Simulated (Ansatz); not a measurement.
Structures of equal composition on the (100) surface of fcc Cu: a layer of Pt in place of the second plane; a layer of Pt in place of the third plane. The slabs share one bottom face, and each structure is named by its start. These are constructed structures in small cells; real faces may alloy, dewet or reconstruct in larger ones, and not all known structures of the face are among them. Slabs of about 9 Å with all that they carry, Fermi-Dirac smearing of 0.1 eV. Bottom of the slabs: a bare face, its two planes held. Relaxed from the named starts with such symmetry as they have, on meshes of like density; energies extrapolated to zero smearing; no spin-orbit coupling, no U. Spin-polarised runs, if any, are marked in brackets, and their order is one that fits the cell; the others ran without spin.

Calculation: PBE (plane waves to 420 eV, PAW; Ansatz, a program for electronic structure).

Put the candidates in order of energy per 1x1 cell, lowest first, for PBE.

a layer of Pt in place of the third plane (0.000 eV), a layer of Pt in place of the second plane (0.051 eV)
